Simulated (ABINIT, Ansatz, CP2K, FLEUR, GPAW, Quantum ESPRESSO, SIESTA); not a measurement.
## One structure in several programs: Sr2H3I (P-3m1, 6 atoms in the cell)

Self-consistent single point.

```
Sr2H3I
1.0
    4.24273     0.00000     0.00000
   -2.12136     3.67431     0.00000
    0.00000     0.00000     7.68275
Sr H I
2 3 1
Direct
  0.66667   0.33333   0.67866
  0.33333   0.66667   0.32134
  0.00000   0.00000   0.50000
  0.66667   0.33333   0.35725
  0.33333   0.66667   0.64275
  0.00000   0.00000   0.00000
```

All programs got the same cell, k-point mesh and kind of occupations (in Ansatz's words: kpoints.mp_grid.grid = 6 6 3; scf.occupations.method = fermi_dirac; scf.occupations.width = 0.0015 Ry); potentials, basis and cutoffs are each program's usual ones.

```csv
code,model,pressure (GPa),largest force (eV/Å),gap on the mesh (eV),k-points,cutoff
CP2K,"PBEsol, GPW, DZVP-MOLOPT-SR-GTH basis, GTH-PBE potentials (GTH_POTENTIALS)",-2.81,0.073,1.035,56,grid 500 Ry
SIESTA,"GGA PBEsol, numerical atomic orbitals DZP, PseudoDojo PBEsol standard norm-conserving potentials (rewritten from UPF to PSML)",2.11,0.314,2.644,60,grid 300 Ry
Quantum ESPRESSO,"PBEsol, PseudoDojo standard norm-conserving (PBESOL) pseudopotentials",-1.77,0.024,2.022,17,75 Ry
FLEUR,"PBEsol, all-electron FLAPW (FLEUR), scalar-relativistic valence",–,–,2.021,17,Kmax 4.6 1/bohr
ABINIT,"PBEsol, norm-conserving pseudopotentials (PseudoDojo nc-sr-04 PBEsol standard)",-1.78,0.024,2.022,17,36 Ha
Ansatz,"PBEsol, default PAW files made with PBE",-1.80,0.023,2.021,17,default
GPAW,"PBEsol, GPAW PAW datasets PBEsol (made by gpaw-setup)",-1.52,0.018,2.038,17,850 eV
```

Size of the force on each atom (eV/Å): Sizes of forces hide their directions.

```
code                Sr1    Sr2     H3     H4     H5     I6
----------------  -----  -----  -----  -----  -----  -----
CP2K              0.073  0.073  0.000  0.029  0.029  0.000
SIESTA            0.314  0.314  0.000  0.190  0.190  0.000
Quantum ESPRESSO  0.001  0.001  0.000  0.024  0.024  0.000
ABINIT            0.001  0.001  0.000  0.024  0.024  0.000
Ansatz            0.001  0.001  0.000  0.023  0.023  0.000
GPAW              0.013  0.013  0.000  0.018  0.018  0.000
```

A dash marks a value that a program does not give, or that is left out as unsure.

Gaps are read on the mesh. Another mesh or the band path gives a smaller gap, so these values are not converged in the mesh.

The spread over the programs that give each value: pressure within 4.92 GPa; largest force within 0.296 eV/Å; gap on the mesh within 1.609 eV.

The starting cell comes from a database of computed structures (which also holds hypothetical and non-ambient phases and stackings), without a prior relaxation at this level. On Ansatz's run: Spin-orbit coupling is off. Another mesh or the band path of this cell gives a smaller gap, so this value is not converged in the mesh.

Question: Why do the programs differ, and what cannot be compared?

Answer: Differences of this kind can come from the potentials, where these differ, and from what each basis and cutoff leave unconverged. The valence holds different numbers of electrons (CP2K 30, SIESTA 30, Quantum ESPRESSO 30, FLEUR 40, ABINIT 30, Ansatz (an electronic-structure program) 40, GPAW 30). The zero of total energies and Fermi levels follows the potentials and each program's conventions, so they are not compared here. CP2K and SIESTA use small atom-centred bases, whose incompleteness enters pressures, forces and empty levels differently from a plane-wave cutoff. FLEUR treats all electrons, but the usual bases taken here (sphere radii, linearisation, local orbitals, empty states) were not tested for convergence, so the values are no reference for the others. Ansatz's pressure is given at a fixed set of plane waves, as the other plane-wave codes print theirs; with its correction for the finite basis it is -1.75 GPa. Ansatz's smearing width was typed in Ry to four decimals, so it matches the others to a few per cent. The programs reduce the same mesh by symmetry to different extents, which changes the work and not the result. In the pressure, CP2K (by 1.03) and SIESTA (by 3.89) lie more than 1 GPa from the median of the plane-wave programs. In the gap, CP2K (by 0.986) and SIESTA (by 0.622) lie more than 0.12 eV from the median of the plane-wave programs. In the force vectors, SIESTA (by 0.313) lies more than 0.08 eV/Å from the median of the plane-wave programs.

Keys are those of Ansatz 0.2.
